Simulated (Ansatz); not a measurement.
**ZrRuP: pressure series**

Base system: ZrRuP (space group Pnma, No. 62; a = 6.400 Å, b = 3.852 Å, c = 7.281 Å; a cell from a computed database, its experimental status unchecked).

Cell and atoms are relaxed at each pressure.

The values are results of plane-wave PAW DFT at the PBEsol level (Ansatz, a first-principles code, 420 eV), no spin-orbit coupling, not measurements.

Notes on the quantities. enthalpy: H = E + PV relative to the base's energy.

| change | density | shortest interatomic distance | enthalpy |
|---|---|---|---|
| base | 8.26 g/cm³ | 2.386 Å | – |
| pressure −2 GPa | 8.19 g/cm³ | 2.392 Å | -0.19 eV/atom |
| pressure −1 GPa | 8.23 g/cm³ | 2.389 Å | -0.09 eV/atom |
| pressure 0.3 GPa | 8.27 g/cm³ | 2.385 Å | +0.03 eV/atom |
| pressure 0.7 GPa | 8.29 g/cm³ | 2.384 Å | +0.07 eV/atom |
| pressure 1.5 GPa | 8.32 g/cm³ | 2.381 Å | +0.14 eV/atom |
| pressure 3 GPa | 8.37 g/cm³ | 2.377 Å | +0.28 eV/atom |
| pressure 5 GPa | 8.44 g/cm³ | 2.372 Å | +0.46 eV/atom |
| pressure 7.5 GPa | 8.52 g/cm³ | 2.365 Å | +0.69 eV/atom |
| pressure 10 GPa | 8.60 g/cm³ | 2.359 Å | +0.91 eV/atom |

Load acts through the strain it causes; cell and atoms are relaxed under it. Whether these cells are dynamically stable was not tested. Competing high-pressure phases were not computed. The final runs are not spin-polarised.
